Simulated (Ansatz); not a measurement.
# KTaO3: stress against strain

KTaO3 (cubic perovskite, Pm-3m, 12.659 Å³/atom at rest) under an equal strain ε in the (001) plane with the normal axis free, as in a coherent film. PBEsol in Ansatz, a plane-wave DFT program (PAW, default set), 420 eV, 8×8×8 Γ-centred mesh, Fermi-Dirac smearing 0.05 eV; ions are relaxed within the symmetry of each cell. Stress is positive for a compressed cell.

Here s stands for strain and y for stress xx.

| strain (%) | stress xx (GPa) |
|---|---|
| -3.00 | ? |
| -1.20 | 6.50 |
| -0.60 | 3.13 |
| 0.00 | 0.00 |
| 0.60 | -2.92 |
| 1.20 | -5.64 |

Fit y of the 5 rows that show it with a straight line. Means: s 0, y 0.214. About the means, the sum of products is -18.198 and the sum of squares of s is 3.6000; the slope is their ratio. Least squares gives y = 0.214 - 5.0550·s. Residuals (row less fit): 0.220, -0.117, -0.214, -0.101, 0.212; standard error 0.233 (degrees of freedom: 3). The slope gives the biaxial elastic modulus of this plane = 506 ± 12 GPa.

Task: Predict the withheld y at s = -3.00 from the fit, and compare with the calculation.

Result: y = 0.214 - 5.0550 × (-3.0) = 15.379 GPa. The calculation gives 18.08 GPa, 2.701 GPa above the prediction (11.4 % of the range of y in the table). The row lies outside the fitted rows, so this is an extrapolation. From the scatter of the fitted rows alone, a prediction at this place has a standard error of 0.448 GPa, so the miss is 6.0 times that.

One order more, fitted to all 11 runs of the series, follows each within 0.08, so the miss is the next term of a smooth law. The primitive cell can neither tilt nor turn polar against its symmetry, as such crystals can under strain. Rows are the converged runs of the series near zero and its far end; series whose fitted rows scatter by over a few per cent of the range, as at a crossing or softening among them, aren't shown in this form. Most that stay on the fit to the last digits aren't either.
